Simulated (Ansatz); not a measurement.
# BN under a change: uniaxial strain ε_xx = −1.20 %

The reference is BN in the wurtzite structure (space group P6_3mc, No. 186; a = 2.5410 Å, c = 4.2033 Å). Axes: x lies along a and z along c of the hexagonal cell.

Modification: the cell is compressed by 1.20 % along x with no lateral relaxation, atoms relaxed at fixed cell.

Method: PBEsol, PAW, 420 eV (Ansatz, a first-principles code; no spin-orbit coupling). k-mesh 15×15×8 (Γ-centred); smearing 0.05 eV (Fermi–Dirac).

The volume per atom shrinks by 0.07 Å³ to 5.81 Å³ and the space group goes from P6_3mc (No. 186) to Cmc2_1 (No. 36). The shortest interatomic distance shrinks by 0.011 Å, from 1.559 Å to 1.548 Å and the energy increases by 2.6 meV/atom. The pressure (mean of the normal stresses, compression positive) goes from zero to 4.76 GPa and the band gap drops by 0.11 eV, from 4.96 eV to 4.85 eV. The gap character is indirect, Γ → Σ₀ and the electron mass goes from 0.30 mₑ along c, 0.50 mₑ across (at K) to 0.30 mₑ along z, 0.49 mₑ across (off the base's special points). The hole mass amounts to 0.35 mₑ along x, 1.3 mₑ across (at Γ) and the valence-band top at Γ (three highest levels, from the VBM) becomes 0.00, -0.11, -0.38 eV (base: 0.00, 0.00, -0.28 eV). The stress (xx, yy, zz, yz, xz, xy; compression positive) is (11.82, 1.72, 0.74, 0.00, 0.00, 0.00) GPa.

Final structure:

```
CELL_PARAMETERS angstrom
      2.51051     0.00000     0.00000
     -1.25526     2.20057     0.00000
      0.00000     0.00000     4.20330
ATOMIC_POSITIONS crystal
  B  0.33331 0.66663 0.00038
  B  0.66669 0.33337 0.50038
  N  0.33391 0.66781 0.37462
  N  0.66609 0.33219 0.87462
```

Cost of the whole job for the changed cell (relaxation, final SCF and bands): about 27 core-seconds (a rough figure).

Masses are band curvatures over ±0.01 Å⁻¹ around the edge. Stability against distortions was not tested. k-point labels follow each cell's own Brillouin zone.
